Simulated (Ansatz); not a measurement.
## BeTe, response to strain

Base system: BeTe in the zinc blende structure (space group F-43m, No. 216; a = 5.6568 Å). Axes: x, y, z lie along the cube axes.

Strains are applied to the cell and any free atomic positions relax; under biaxial strain the out-of-plane vector relaxes too.

All numbers come from Ansatz (a first-principles code) r2SCAN, spin-orbit coupling left out.

```tsv
biaxial strain, plane normal [001], relaxed out of plane (%)	out-of-plane strain (%)
0	0.00
0.5	?
1	-0.75
1.5	-1.14
2	-1.53
2.5	-1.93
3	-2.32
```

Question: Fit ε⊥ = −νε + γε² (strains in %) to the rows shown and predict the withheld row.

Answer: Least squares on the printed values gives ν = 0.74 (the biaxial Poisson response) and γ = -0.010 (largest residual 0.01 %); this predicts -0.37 %, and the run gives -0.37 %, in agreement.

No phonon test of stability was made.
